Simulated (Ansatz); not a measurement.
LiF (P6₃mc, No. 186, 4 atoms in the cell; start mp-1185301; another space group than a measured phase of this formula), treated with LDA (PAW; Ansatz, an electronic-structure program).

Numerical settings: plane-wave cutoff 520 eV, 12×12×8 k mesh (along the axes of the cell as run), Fermi–Dirac smearing 0.01 eV, scalar-relativistic PAW data made under PBE.

The cell is the one relaxed with PBEsol. Conventional cell: a = 3.0957 Å, b = 3.0957 Å, c = 4.8097 Å, α = 90.00°, β = 90.00°, γ = 120.00°.

```yaml
crystal:
  lattice:
    - [3.09569, 0.00000, 0.00000]
    - [-1.54785, 2.68095, 0.00000]
    - [0.00000, 0.00000, 4.80971]
  atoms:
    - { symbol: Li, position: [0.33333, 0.66667, 0.38236] }
    - { symbol: Li, position: [0.66667, 0.33333, 0.88236] }
    - { symbol: F, position: [0.33333, 0.66667, 0.99263] }
    - { symbol: F, position: [0.66667, 0.33333, 0.49263] }
```

### Question
List the 10 lowest band energies at Γ above −25 eV (eV, relative to the valence band maximum), grouping those that round alike.

### Answer
At Γ: -19.04, -18.79, -2.25, -0.52 (×2), -0.18 (×2), 0.00, 7.46, 11.71.

Note: cell and atoms aren't relaxed at this level (pressure -4.2 GPa).

A start named mp-… is a Materials Project structure, which need not be a measured phase.
